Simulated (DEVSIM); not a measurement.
System: abrupt Si p-n junction, at 300 K.

Layer 1 from the left is Si, thickness (μm) 3.40, Na (cm⁻³) 6.9e16, τn (s) 4.1e-5, τp (s) 4.1e-5. Layer 2 from the left is Si, thickness (μm) 63.0, Nd (cm⁻³) 2.1e16, τn (s) 4.1e-5, τp (s) 4.1e-5.

Left contact: ohmic. Right contact: ohmic. Voltage is applied to the left contact. Recombination: SRH at mid-gap, radiative. Mobility is constant in doping.

The device is made up for the run: typed textbook-type constants, with dimensions and the other settings drawn at random. Values at 300 K.

Si: gap (eV) 1.124, affinity (eV) 4.05, permittivity 11.7, Nc (cm⁻³) 2.86e19, Nv (cm⁻³) 3.1e19, μn (cm²/Vs) 1417, μp (cm²/Vs) 470, B (cm³/s) 4.7e-15.

Simulated with DEVSIM: 1D drift-diffusion, Boltzmann statistics, complete ionisation; no tunnelling, impact ionisation, image-force lowering or self-heating.

Task: What does the simulation give for the potential step across the device at zero bias, the dark forward voltage at 100 A/cm², the largest field in the device at zero bias, the dark forward voltage at 1 A/cm²?

Result: potential step across the device at zero bias 0.780 V; dark forward voltage at 100 A/cm² 0.833 V; largest field in the device at zero bias 60000 V/cm; dark forward voltage at 1 A/cm² 0.627 V.
